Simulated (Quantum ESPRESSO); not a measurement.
A working Quantum ESPRESSO input for AlCr2C (P6_3/mmc, 8 atoms in the cell) (DFT, revPBE, plane waves, PSlibrary ultrasoft (PBE) pseudopotentials):

```fortran
&control
   calculation = 'scf'
   outdir = './out'
   pseudo_dir = './'
   tprnfor = .true.
   tstress = .true.
/
&system
   ibrav = 0
   nat = 8
   ntyp = 3
   ecutwfc = 55
   ecutrho = 495
   occupations = 'smearing'
   smearing = 'marzari-vanderbilt'
   degauss = 0.019992
   input_dft = 'revpbe'
/
&electrons
   conv_thr = 1.0e-11
/
ATOMIC_SPECIES
Al    26.9815  Al.pbe-n-rrkjus_psl.1.0.0.UPF
Cr    51.9961  Cr.pbe-spn-rrkjus_psl.1.0.0.UPF
C     12.0110  C.pbe-n-rrkjus_psl.1.0.0.UPF
CELL_PARAMETERS bohr
   5.338664873     0.000000000     0.000000000
  -2.669332436     4.623419402     0.000000000
   0.000000000     0.000000000    23.813138095
ATOMIC_POSITIONS crystal
Al    0.666666667    0.333333333    0.250000000
Al    0.333333333    0.666666667    0.750000000
Cr    0.333333333    0.666666667    0.414940000
Cr    0.666666667    0.333333333    0.585060000
Cr    0.666666667    0.333333333    0.914940000
Cr    0.333333333    0.666666667    0.085060000
C     0.000000000    0.000000000    0.500000000
C     0.000000000    0.000000000    0.000000000
K_POINTS automatic
7 7 2  0 0 0
```

The run converged in 19 iterations: free energy E − TS -10002.3362 eV; Fermi level (on the code's own zero) 15.23 eV; pressure 5.73 GPa; largest force (vector length) 0.132 eV/Å. Each of these slips is then made, one at a time:

(1)
```diff
-CELL_PARAMETERS bohr
-   5.338664873     0.000000000     0.000000000
-  -2.669332436     4.623419402     0.000000000
-   0.000000000     0.000000000    23.813138095
```

(2)
```diff
-K_POINTS automatic
-7 7 2  0 0 0
+K_POINTS gamma
```

Problem. Predict the outcome of each change.

Solution. 
(1) No cell vectors for a free lattice. The program stopped before any SCF iteration.
```
Error in routine cell_base_init (1):
ibrav=0: must read cell parameters
```

(2) A single k-point for a small metallic cell. The run converged in 32 iterations without an error; against the sound input the free energy falls by 898 meV/atom, the pressure goes from 5.73 to 7.35 GPa and the largest force goes from 0.132 to 10.31 eV/Å.

The starting cell comes from a database of computed structures (which also holds hypothetical and non-ambient phases and stackings), without a prior relaxation at this level. Spin polarisation is off. In the base run, with a pressure of about 6 GPa the cell is away from its equilibrium volume at this level.

Left out of this page: 5 runs of the series outside the window shown, repeating another row's setting, or not comparable.
